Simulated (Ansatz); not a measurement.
```
CELL_PARAMETERS angstrom
     -2.13925     2.13925     9.80120
      2.13925    -2.13925     9.80120
      2.13925     2.13925    -9.80120
ATOMIC_POSITIONS crystal
  Cs 0.66807 0.66807 0.00000
  Cs 0.33193 0.33193 0.00000
  Br 0.06114 0.06114 0.00000
  Br 0.93886 0.93886 0.00000
  F  0.81541 0.81541 0.00000
  F  0.18459 0.18459 0.00000
```

The numbers are results of PBEsol, rigid bands (plane waves, PAW, scalar-relativistic; Ansatz, a first-principles code), not measurements. Geometry: cell and atoms relaxed with PBEsol.

Question: Predict the electron conductivity mass (n e² τ/σ) at 300 K, by direction if it differs.

Answer: 2.5 (x), 2.5 (y), 1.02 (z) mₑ.

Question: And the band gap?

Answer: 2.59 eV at this level; semilocal functionals usually fall short of the measured gap.

Rigid bands, one relaxation time for all states, no polarons. Spin-orbit coupling is left out; where it splits the top of the valence band it changes the hole mass and lowers the gap by about a third of the splitting.

Computed structure with no diffraction record at hand here (it may be known, metastable or hypothetical): CsBrF (I4/mmm).
